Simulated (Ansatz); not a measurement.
This Ansatz (a quantum-chemistry and plane-wave program) input is the reference run, C in the diamond structure (space group Fd-3m, No. 227), computed with Ansatz r2SCAN, spin-orbit coupling left out:

Ansatz 0.2 input:
```yaml
crystal:
  lattice:
    - [0, 1.7801402754, 1.7801402754]
    - [1.7801402754, 0, 1.7801402754]
    - [1.7801402754, 1.7801402754, 0]
  atoms:
    - { symbol: C, position: [0, 0, 0] }
    - { symbol: C, position: [0.25, 0.25, 0.25] }
basis: { ecutwfc: 500, ecutrho_ratio: 4, xc_grid: 4, fft_grid_basis: typed }
kpoints: { mp_grid: { grid: [16, 16, 16] } }
hamiltonian:
  xc: r2scan
  dispersion: none
  pseudopotentials: { kind: paw }
scf: { occupations: { method: fermi_dirac, width: 0.05 }, convergence: { dr2_threshold: 0.0000000002 } }
output: { forces: true, stress: true }
checkpoint: { write: state.ck, write_every: 1000 }
```

### Question
Write the input for this change: tensor shear ε_xy = +0.57 % (engineering shear γ = 0.0114); the atoms relax in the strained cell.

### Answer
Ansatz 0.2 input:
```yaml
crystal:
  lattice:
    - [0.0101467996, 1.7801402754, 1.7801402754]
    - [1.7801402754, 0.0101467996, 1.7801402754]
    - [1.790287075, 1.790287075, 0]
  atoms:
    - { symbol: C, position: [0, 0, 0] }
    - { symbol: C, position: [0.25, 0.25, 0.25] }
basis: { ecutwfc: 500, ecutrho_ratio: 4, xc_grid: 4, fft_grid_basis: typed }
kpoints: { mp_grid: { grid: [16, 16, 16] } }
hamiltonian:
  xc: r2scan
  dispersion: none
  pseudopotentials: { kind: paw }
scf: { occupations: { method: fermi_dirac, width: 0.05 }, convergence: { dr2_threshold: 0.0000000002 } }
relax: { f_tol: 0.005, max_steps: 50 }
output: { forces: true, stress: true }
checkpoint: { write: state.ck, write_every: 1000 }
```
This is the input that was run.

No phonon test of stability was made.
